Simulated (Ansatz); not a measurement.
Base system: CdI2 in the CdI2 type structure (space group P-3m1, No. 164; a = 4.1526 Å, c = 6.5535 Å; layered, stacked along the Cartesian z axis). Axes: x lies along a and z along c of the hexagonal cell.

All numbers come from DFT with PBEsol-D3(BJ), PAW potentials and a 420 eV plane-wave cutoff in Ansatz (a program for electronic structure), spin-orbit coupling left out, earlier PAW set.

For the base:

| Quantity | Result |
|---|---|
| Band gap | 2.17 eV |

One thing is altered: uniaxial strain ε_xx = −1.76 %, all other strain components held at zero, atoms relaxed at fixed cell.

Predict the new energy relative to the base, band gap and stress.

The energy rises by 1.6 meV/atom; the band gap falls by 0.106 eV (2.17 eV → 2.07 eV); the stress (xx, yy, zz, yz, xz, xy; compression positive) comes out as (0.93, 0.32, 0.26, 0.07, 0.00, 0.00) GPa.

Spin-orbit coupling, missing from the scalar runs, can matter with I. No phonon test of stability was made.
